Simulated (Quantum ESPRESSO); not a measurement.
Checking a run of Quantum ESPRESSO on FeGe (P2_13, 8 atoms in the cell). The aim is a self-consistent single point with DFT, PBEsol, plane waves, PSlibrary PAW (PBE) pseudopotentials.

Cell that was meant: a = 4.7865 Å, b = 4.7865 Å, c = 4.7865 Å, α = 90.00°, β = 90.00°, γ = 90.00°.

Part of the input:

```fortran
  input_dft = 'pbesol'
/
&electrons
  conv_thr = 1.0d-3
  mixing_beta = 0.3
/
ATOMIC_SPECIES
```

The program printed (abridged):

```
     file Fe.pbe-n-kjpaw_psl.1.0.0.UPF: wavefunction(s)  4S 4P 3D renormalized
     G-vector sticks info
     --------------------
   [... lines left out ...]
        k(    2) = (   0.0000000   0.0000000   0.3333333), wk =   0.2222222
        k(    3) = (   0.0000000   0.3333333   0.3333333), wk =   0.4444444
        k(    4) = (   0.3333333   0.3333333   0.3333333), wk =   0.2962963

     Dense  grid:    74773 G-vectors     FFT dimensions: (  54,  54,  54)

     Smooth grid:    40651 G-vectors     FFT dimensions: (  48,  48,  48)

     Initial potential from superposition of free atoms

     starting charge      47.9949, renormalised to      48.0000
     Self-consistent Calculation

     iteration #  1     ecut=    55.00 Ry     beta= 0.30

     Threshold (ethr) on eigenvalues was too large:
     Diagonalizing with lowered threshold

     total energy              =   -1201.99447974 Ry
     estimated scf accuracy    <       0.19358833 Ry

     total magnetization       =     8.75 Bohr mag/cell
     absolute magnetization    =     9.76 Bohr mag/cell

     iteration #  2     ecut=    55.00 Ry     beta= 0.30

     total energy              =   -1202.03979264 Ry
     estimated scf accuracy    <       0.08808661 Ry

   [... lines left out ...]

     iteration #  9     ecut=    55.00 Ry     beta= 0.30

     Magnetic moment per site  (integrated on atomic sphere of radius R)
     atom   1 (R=0.207)  charge=  6.2879  magn=  1.4203
     atom   2 (R=0.207)  charge=  6.2879  magn=  1.4203
     atom   3 (R=0.207)  charge=  6.2879  magn=  1.4203
     atom   4 (R=0.207)  charge=  6.2879  magn=  1.4203
     atom   5 (R=0.207)  charge=  1.7959  magn= -0.0730
     atom   6 (R=0.207)  charge=  1.7959  magn= -0.0730
     atom   7 (R=0.207)  charge=  1.7959  magn= -0.0730
     atom   8 (R=0.207)  charge=  1.7959  magn= -0.0730
     End of self-consistent calculation

     the Fermi energy is    11.0604 ev

!    total energy              =   -1202.10932375 Ry
     estimated scf accuracy    <       0.00077159 Ry
     smearing contrib. (-TS)   =      -0.02100130 Ry
     internal energy E=F+TS    =   -1202.08832245 Ry

     total magnetization       =     5.04 Bohr mag/cell
     absolute magnetization    =     6.52 Bohr mag/cell

     convergence has been achieved in   9 iterations

     Forces acting on atoms (cartesian axes, Ry/au):

     atom    1 type  1   force =    -0.00383236   -0.00383236   -0.00383236
     atom    2 type  1   force =     0.00383236    0.00383236   -0.00383236
     atom    3 type  1   force =    -0.00383236    0.00383236    0.00383236
   [... lines left out ...]

     Total force =     0.027361     Total SCF correction =     0.002704

          total   stress  (Ry/bohr**3)                   (kbar)     P=     -239.59
  -0.00162869   0.00000000   0.00000000         -239.59        0.00        0.00
   0.00000000  -0.00162869   0.00000000            0.00     -239.59        0.00
   0.00000000   0.00000000  -0.00162869            0.00        0.00     -239.59

   JOB DONE.
```

Question: Is this run sound? If not, what is wrong?

Answer: The run is not sound. The fault is a convergence threshold that is too loose. A loop that stops early leaves an energy error of second order in the density error, but errors of first order in forces and stress. To fix it, tighten the threshold. The run converged in 9 iterations without an error; against the sound input the free energy rises by 1.2 meV/atom, the pressure goes from -15.30 to -23.96 GPa, the largest force hardly changes (0.313 to 0.308 eV/Å) and the size of the net moment hardly changes (0.62 to 0.63 μB/atom).

An input that runs soundly differs in these lines (not the only fix; some lines may just follow from the change or write a value another way):
```diff
-  conv_thr = 1.0d-3
+  conv_thr = 1.0d-10
```

With that input, the run converged in 22 iterations: free energy E − TS -16355.5400 eV; Fermi level (on the code's own zero) 11.03 eV; pressure -15.30 GPa; largest force (vector length) 0.313 eV/Å; size of the cell's spin moment 5.00 μB (DFT, PBEsol, plane waves, PSlibrary PAW (PBE) pseudopotentials).

On the sound input: the starting cell comes from a database of computed structures (which also holds hypothetical and non-ambient phases and stackings), without a prior relaxation at this level. Its lattice was rescaled by a random factor within 2.5 % of one. The magnetic order is the one reached from the typed start; others were not searched systematically. With a pressure of about -15 GPa the cell is away from its equilibrium volume at this level. Without a gap this mesh is coarse (it stands for a supercell whose shortest vector is 14 Å).
